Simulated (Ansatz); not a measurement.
Structures of equal composition on the (0001) surface of 4H silicon carbide (Si plane on top): (√3x√3)R30° Al adatom at H3; (√3x√3)R30° Al adatom at T4. The slabs share one bottom face, and each structure is named by its start. These are constructed structures in small cells; real faces may alloy, dewet or reconstruct in larger ones, and not all known structures of the face are among them. Slabs of about 10 Å with all that they carry, Fermi-Dirac smearing of 0.025 eV. Bottom of the slabs: H caps. Relaxed from the named starts with such symmetry as they have, on meshes of like density; energies extrapolated to zero smearing; no spin-orbit coupling, no U. Spin-polarised runs, if any, are marked in brackets, and their order is one that fits the cell; the others ran without spin. Where a second, spin-polarised start was run, the lower counts.

Host crystal: 4H silicon carbide, with a band gap (PBE, scalar-relativistic without spin-orbit coupling).

Computed with HSE06, at the PBE geometry (plane waves to 420 eV, PAW; Ansatz, a program for electronic structure).

Task: Rank these by energy per 1x1 cell (lowest first), as HSE06, at the PBE geometry gives it.

Result: (√3x√3)R30° Al adatom at T4 (0.000 eV), (√3x√3)R30° Al adatom at H3 (0.242 eV)
